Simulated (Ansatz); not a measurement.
The reference is TiO2 in the anatase structure (space group I4_1/amd, No. 141; a = 3.770 Å, c = 9.552 Å). Axes: x, y, z lie along a, b, c of the conventional cell.

Method: PBEsol, PAW, 420 eV (Ansatz, a first-principles code; no spin-orbit coupling).

It is then changed as follows: the cell is stretched by 1.80 % along x with no lateral relaxation; the atoms relax in the strained cell.

Q: Predict the stress tensor and what it implies for the stiffness.

A: Stress of the strained cell less that of the base (GPa, compression positive):
```
  -5.89    0.00    0.00
   0.00   -2.65    0.00
   0.00    0.00   -2.45
```

Then −Δσ_ii/ε with ε = 0.0180 gives secant stiffness values (nonlinear terms included at this strain): C11 ≈ 327 GPa, C12 ≈ 147 GPa and C13 ≈ 136 GPa.

Stability against distortions was not tested. The final runs are not spin-polarised.
